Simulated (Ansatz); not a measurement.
## Effect of biaxial strain −2.73 %, plane normal [110], relaxed out of plane on hypothetical rock salt ZrSi

Consider ZrSi in the rock salt structure (space group Fm-3m, No. 225; a = 5.3423 Å; a hypothetical phase, not in the database extracts checked; relaxed with 0.1 eV smearing). Axes: x, y, z lie along the cube axes.

It is then changed as follows: biaxial strain −2.73 %, plane normal [110], relaxed out of plane (Cartesian); in-plane vectors clamped, the third vector and the atoms free.

Level of theory: Ansatz (an electronic-structure program) PBEsol, scalar-relativistic without spin-orbit coupling, earlier PAW set. k-mesh 19×19×19 (Γ-centred); smearing 0.1 eV (Fermi–Dirac).

```csv
quantity,base,changed,shift
volume per atom,19.06 Å³,18.51 Å³,-0.545 Å³
space group,Fm-3m (No. 225),Immm (No. 71),–
shortest interatomic distance,2.671 Å,2.598 Å,-0.073 Å
energy relative to the base (free energy F),0 meV/atom,+18 meV/atom,+18 meV/atom
band gap,zero,zero,–
out-of-plane strain,–,+2.67 %,–
ratio −ε⊥/ε∥,–,0.98,–
mean in-plane stress (compression positive),–,+5.8 GPa,–
```

Cost of the whole job for the changed cell (relaxation, final SCF and bands): about 70 core-seconds (a rough figure).

No phonon test of stability was made. All final runs are without spin polarisation.
